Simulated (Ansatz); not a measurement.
The structure below was relaxed with PBEsol/PAW in Ansatz (a quantum-chemistry and plane-wave program), without spin-orbit coupling, at pressure 10 GPa.

```yaml
crystal:
  lattice:
    - [4.08527, 0.00000, 0.00000]
    - [0.00000, 4.08527, 0.00000]
    - [0.00000, 0.00000, 4.08527]
  atoms:
    - { symbol: Ba, position: [0.50000, 0.50000, 0.50000] }
    - { symbol: Hf, position: [0.00000, 0.00000, 0.00000] }
    - { symbol: O, position: [0.00000, 0.50000, 0.00000] }
    - { symbol: O, position: [0.50000, 0.00000, 0.00000] }
    - { symbol: O, position: [0.00000, 0.00000, 0.50000] }
```

Task: Find the space group and the Wyckoff positions.

Result: Space group Pm-3m (No. 221); a = b = c = 4.0853 Å, α = β = γ = 90.00°

```
atom  site  symmetry       x       y       z
----  ----  --------  ------  ------  ------
Ba      1b      m-3m  0.5000  0.5000  0.5000
Hf      1a      m-3m  0.0000  0.0000  0.0000
O       3d    4/mm.m  0.0000  0.0000  0.5000
```

Task: Describe the coordination.

Result: The crystal has 5 atoms in its conventional cell. Cell: a = 4.0853 Å, b = 4.0853 Å, c = 4.0853 Å, α = 90.00°, β = 90.00°, γ = 90.00°. Ba is coordinated by 12 O at 2.889 Å (cuboctahedral). Hf sees 6 O at 2.043 Å (octahedral). O is surrounded by 2 Hf at 2.043 Å and 4 Ba at 2.889 Å (octahedral). (Neighbours: up to the widest gap in distance over summed covalent radii, below 1.35, at either atom; cation-cation and far metal-metal contacts left out.)

With Hf present, leaving out spin-orbit coupling can change the band edges. Load acts through the strain it causes; cell and atoms are relaxed under it. Whether these cells are dynamically stable was not tested. Competing high-pressure phases were not computed. The cell was made from BaHfO3 in the cubic perovskite structure (space group Pm-3m, No. 221) by this change: pressure 10 GPa.
